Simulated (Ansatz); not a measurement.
CdInNO (model structure, started from the AlSiCN type, P3m1, No. 156, 4 atoms in the cell) was calculated with PBE+SOC (Ansatz, a quantum-chemistry and plane-wave program, PAW).

Run with plane-wave cutoff 520 eV, 18×18×10 k mesh (along the axes of the cell as run), Fermi–Dirac smearing 0.05 eV, PAW data made under PBE.

Cell (relaxed with PBEsol):

CdInNO is taken in the trigonal space group P3m1 (No. 156), Pearson symbol hP4. Conventional cell: a = b = 3.5566 Å, c = 5.7482 Å, α = β = 90.00°, γ = 120.00°. In on 1b has 1 O at 2.124 Å and 3 N at 2.136 Å (tetrahedral). Cd on 1c is surrounded by 1 N at 2.203 Å and 3 O at 2.215 Å (tetrahedral). O on 1b is coordinated by 1 In at 2.124 Å and 3 Cd at 2.215 Å (tetrahedral). N on 1c has 3 In at 2.136 Å and 1 Cd at 2.203 Å (tetrahedral). (Neighbours: up to the widest gap in distance over summed covalent radii, below 1.35, at either atom; cation-cation and far metal-metal contacts left out.)

Estimate the band gap that the calculation returns.


band gap: 0.01 eV (under three smearing widths, so not firm)

Note: the relaxation could raise the start's symmetry but not lower it, so the cell can be a saddle point; cell and atoms aren't relaxed at this level (largest force component 0.03 eV/Å, pressure 5.0 GPa).

The result took about 7 core-minutes (a rough figure).

A model structure was made by putting elements into a prototype or built by hand; it is no filed structure, need not be a known phase, and can be a saddle point held by its symmetry.
